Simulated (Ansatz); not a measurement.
H on the 1x1 (0001) surface of hcp Co, ferromagnetic, one in a 3x3 cell, energies for each (48.4 Å²). Energies are against ½ H2(g), without zero-point or thermal terms; each row is named by its start.

All values below come from PBE (plane waves to 420 eV, PAW; Ansatz, a program for electronic structure).

Which site binds most strongly?
(A) hollow Co-Co-Co
(B) top Co
(C) hollow Co-Co-Co over Co at depth 2.0 Å

A, hollow Co-Co-Co. Adsorption energies: hollow Co-Co-Co -0.55 eV; hollow Co-Co-Co over Co at depth 2.0 Å -0.51 eV; top Co 0.09 eV.
